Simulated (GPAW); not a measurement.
Band structure of K2SnHgSe4 (I-42m, 8 atoms in the cell).

```
CELL_PARAMETERS angstrom
     -4.05418     4.05418     3.51322
      4.05418    -4.05418     3.51322
      4.05418     4.05418    -3.51322
ATOMIC_POSITIONS crystal
  K  0.50000 0.00000 0.50000
  K  0.00000 0.50000 0.50000
  Sn 0.50000 0.50000 0.00000
  Hg 0.00000 0.00000 0.00000
  Se 0.90182 0.55938 0.00000
  Se 0.44062 0.44062 0.34244
  Se 0.55938 0.90182 0.00000
  Se 0.09818 0.09818 0.65756
```

Computed with PBEsol, GPAW PAW datasets PBEsol (made by gpaw-setup) (plane waves; GPAW).

Settings: mode = pw; ecut = 550 eV; xc = PBEsol; kpts = 3 3 3; mesh shift (steps) = 0 0 0; occupations.name = fermi-dirac; occupations.width = 0.02 eV; nbands = -8; convergence.density = 1e-05 e/electron; convergence.bands = -6; symmetry.symmorphic = false; symmetry.tolerance = 0.0005; maxiter = 150; bandpath_npoints = 40.

The starting cell comes from a database of computed structures (which also holds hypothetical and non-ambient phases and stackings), without a prior relaxation at this level. Its lattice was rescaled by a random factor within 2.5 % of one. Spin-orbit coupling is off.

Task: Predict the gap along the standard path and the places of the band edges.

Result: The gap along the path is 1.51 eV, from a point between Γ and X to Γ; the smallest direct gap on it is 1.53 eV.

Levels in eV from the top of the valence band on the SCF mesh, bands 34 to 41:
```
point     34     35     36     37    38    39    40    41
-----  -----  -----  -----  -----  ----  ----  ----  ----
Γ      -0.40  -0.39   0.00   0.00  1.53  3.04  4.43  4.97
X      -0.85  -0.76  -0.31  -0.06  2.36  2.69  3.50  4.78
M      -1.25  -0.23  -0.20  -0.20  1.72  3.68  3.68  3.69
Z      -1.17  -0.23  -0.16  -0.16  1.85  3.23  3.67  3.67
P      -0.89  -0.70  -0.36  -0.36  2.27  2.59  3.63  3.63
N      -0.78  -0.73  -0.38  -0.24  2.28  2.33  3.96  4.14
Z1     -1.17  -0.23  -0.16  -0.16  1.85  3.23  3.67  3.67
```
